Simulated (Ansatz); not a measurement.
The starting structures come from a database of crystals and need not be the phases stable at ambient conditions.

Inside the gap of an insulator the Bloch states are evanescent, with a wavenumber k + iκ along the transport direction.

Given:

```
CELL_PARAMETERS angstrom
      7.72259    -0.13483    -0.10297
      2.63238     7.26134    -0.10297
      1.69674    -4.28195     2.37848
ATOMIC_POSITIONS crystal
  Mg 0.00000 0.00000 0.00000
  Al 0.66667 0.02746 0.69413
  Al 0.33333 0.97254 0.30587
  H  0.16657 0.03177 0.19835
  H  0.83343 0.96823 0.80165
  H  0.16657 0.03177 0.69863
  H  0.83343 0.96823 0.30137
  H  0.66685 0.53150 0.69807
  H  0.33315 0.46850 0.30193
  H  0.66667 0.74720 0.41387
  H  0.33333 0.25280 0.58613
```

Space group of this cell: P-3m1. The cell was relaxed by PBE-D3(BJ); by PBEsol its mean pressure is 0.6 GPa.

Transport runs along the normal of the first two printed cell vectors, the (111) plane of the conventional cell.

The gap is the functional's own, uncorrected, and κ follows it; spin-orbit coupling is left out. Mid-gap values are interpolated between the computed energies.

Question: Compute, with PBEsol run with Ansatz (an electronic-structure program), the band gap and the smallest decay constant κ at mid-gap.

Answer: Gap 4.29 eV on a 12×12×12 mesh; κ = 0.359 1/Å, at (0.500, 0.250) of the in-plane reciprocal vectors. At the zone centre, at the nearest computed energy, the slowest state has κ = 0.40 1/Å.
